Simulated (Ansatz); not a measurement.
Defect: Ca vacancy in rock-salt CaO, charge state -2. Calculation: PBE, PAW (plane waves to 420 eV; Ansatz, a quantum-chemistry and plane-wave program).

Cell of 64 host sites held at the relaxed PBE lattice; the Γ point alone; Fermi-Dirac width 0.01 eV, spin-restricted; finite-size errors left in. Energies are static. The charge state is imposed; whether it is stable for some Fermi level was not computed. Forms of the defect that were not tried may lie lower.

Barriers: single points on a 2×2×2 k-point mesh shifted by half a step at the bands' geometries (they differ from the bands' own by up to 0.15 eV, and are uncertain by about as much).

The step: one Ca atom jumps into the vacancy from a nearby Ca site; the atom moves 3.22 Å along (0.00, -0.47, -0.47) of the unit cell; the moving atom starts with neighbours 2 O at 2.36, 2 O at 2.41, 2 O at 2.49 Å and ends with 2 O at 2.36, 2 O at 2.41, 2 O at 2.49 Å.

Question: Give the migration barrier of this step at the level PBE, PAW.

Answer: 1.92 eV, the same both ways. At the saddle the moving atom has neighbours 2 O at 2.10, 2 O at 2.49 Å. The saddle point's order was not checked, and it lies on a symmetry element of the cell, where a band can be held.
